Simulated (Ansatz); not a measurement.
BP (model structure, started from the NiAs type, P6₃/mmc, No. 194, 4 atoms in the cell), treated with r²SCAN (Ansatz, a first-principles code, plane waves, PAW).

Run with plane-wave cutoff 560 eV, 24×24×12 k mesh (along the axes of the cell as run), Fermi–Dirac smearing 0.05 eV, scalar-relativistic PAW data made under PBE.

Cell (relaxed at this level):

```cif
data_B2P2
_chemical_formula_sum 'B2 P2'
_space_group_name_H-M_alt 'P63/mmc'
_space_group_IT_number 194
_space_group_name_Hall '-P 6c 2c'
_cell_length_a 3.07916
_cell_length_b 3.07916
_cell_length_c 5.03041
_cell_angle_alpha 90.000
_cell_angle_beta 90.000
_cell_angle_gamma 120.000
loop_
_atom_site_label
_atom_site_type_symbol
_atom_site_symmetry_multiplicity
_atom_site_Wyckoff_symbol
_atom_site_fract_x
_atom_site_fract_y
_atom_site_fract_z
_atom_site_occupancy
B1 B 2 a 0.00000 0.00000 0.00000 1
P1 P 2 c 0.33333 0.66667 0.25000 1
```

Problem. What does this level give for the bulk modulus?

Solution. 
- bulk modulus = 156 GPa

The run finds no gap.

Note: the bulk modulus is −V dP/dV from two relaxed cells at ±2 % in volume; the relaxation could raise the start's symmetry but not lower it, so the cell can be a saddle point.

The computed numbers hold no vibrational or temperature effects.

Computing time: around 2.6 core-minutes (rough).

A model structure was made by putting elements into a prototype or built by hand; it is no filed structure, need not be a known phase, and can be a saddle point held by its symmetry.
